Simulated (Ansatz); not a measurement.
For GaSb (model structure, started from the CsCl type, Pm-3m, No. 221, 2 atoms in the cell), PBE-D3(BJ) (Ansatz, a quantum-chemistry and plane-wave program, plane waves, PAW) gives:

```
Quantity                               Result
------------------------------  -------------
equilibrium lattice constant a        3.543 Å
enthalpy of formation           0.097 eV/atom
```

### Question
What does r²SCAN (Ansatz, PAW) give for the same quantities?

### Answer

- lattice constant a: 3.579 Å (rises by 1.0 %)
- formation enthalpy: 0.268 eV/atom (goes up by 0.171 eV/atom)

Changes are worked out from the printed values.

Unless a cell is named, each level is at its own relaxed cell (PBE-D3(BJ) 22.23, r²SCAN 22.91 Å³/atom).

Levels without +SOC leave out spin–orbit coupling, which shifts energies and cells of such heavy elements.

Ansatz's density-functional and Hartree–Fock values are scalar-relativistic unless marked +SOC, with PAW data made under PBE.

A model structure was made by putting elements into a prototype or built by hand; it is no filed structure, need not be a known phase, and can be a saddle point held by its symmetry.
